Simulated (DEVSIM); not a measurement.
# illuminated Si p-on-n cell, one wavelength

Structure: illuminated Si p-on-n cell, one wavelength, at 300 K.

```csv
layer (left to right),material,thickness (μm),Nd (cm⁻³),Na (cm⁻³),τn (s),τp (s),absorption coefficient (cm⁻¹)
1,Si,0.180,-,1.2e18,8.8e-7,3.7e-6,670
2,Si,150,2.6e16,-,5.5e-6,5.5e-6,670
```

Left contact: ohmic, minority electron recombination velocity 300 cm/s. Right contact: ohmic, minority hole recombination velocity 2e6 cm/s. Voltage is applied to the left contact. Recombination: SRH at mid-gap, radiative, Auger. Gap narrowing is on: ΔEg = 6.92 meV × (l + √(l² + 0.5)), l = ln(N/1.3e17 cm⁻³), shared equally by both band edges. Light enters at the left, 5.3e16 photons cm⁻² s⁻¹, one pass, no reflection. Mobility is μmin + (μ − μmin)/(1 + (N/Nref)^α).

The device is made up for the run: typed textbook-type constants, with dimensions and the other settings drawn at random. Values at 300 K.

| parameter | Si |
|---|---|
| gap (eV) | 1.124 |
| affinity (eV) | 4.05 |
| permittivity | 11.7 |
| Nc (cm⁻³) | 2.86e19 |
| Nv (cm⁻³) | 3.1e19 |
| μn (cm²/Vs) | 1417 |
| μp (cm²/Vs) | 470 |
| μn,min | 52 |
| μp,min | 45 |
| Nref,n | 9.7e16 |
| Nref,p | 2.2e17 |
| αn | 0.68 |
| αp | 0.72 |
| B (cm³/s) | 4.7e-15 |
| Cn (cm⁶/s) | 2.8e-31 |
| Cp (cm⁶/s) | 9.9e-32 |

DEVSIM, 1D drift-diffusion, Boltzmann statistics, complete ionisation; no tunnelling, impact ionisation, image-force lowering or self-heating.

```json
{
 "potential_step_across_the_device_at_zero_bias": "0.843 V",
 "largest_field_in_the_device_at_zero_bias": "86000 V/cm",
 "Dark forward voltage at 1 A/cm²": "0.719 V",
 "Dark forward voltage at 100 A/cm²": "0.919 V",
 "short_circuit_current": "7.05 mA/cm²",
 "open_circuit_voltage": "0.584 V",
 "fill_factor": "0.82",
 "largest_power": "3.39 mW/cm²",
 "share_of_generated_pairs_collected_at_short_circuit": "0.830"
}
```

Dark forward current:

(V (V), J (A/cm²)): (0.05, 4.7e-10); (0.10, 1.7e-9); (0.15, 5.2e-9); (0.20, 1.6e-8); (0.25, 5.5e-8); (0.30, 2.3e-7); (0.35, 1.1e-6); (0.40, 6.5e-6); (0.45, 4.1e-5); (0.50, 0.00028); (0.55, 0.0019); (0.60, 0.013); (0.65, 0.088); (0.70, 0.55); (0.75, 2.7); (0.80, 9.7); (0.85, 29); (0.90, 74); (0.95, 170); (1.00, 310); (1.05, 510); (1.10, 750); (1.15, 1000); (1.20, 1300); (1.25, 1700); (1.30, 2000)

Current under light (generator sign):

```
V (V)  J (mA/cm²)
-----  ----------
0.00         7.05
0.08         7.05
0.16         7.05
0.26         7.05
0.34         7.05
0.44         7.02
0.46         6.99
0.48         6.92
0.50         6.77
0.52         6.45
0.54         5.76
0.56         4.28
0.58         1.07
0.60        -5.86
```
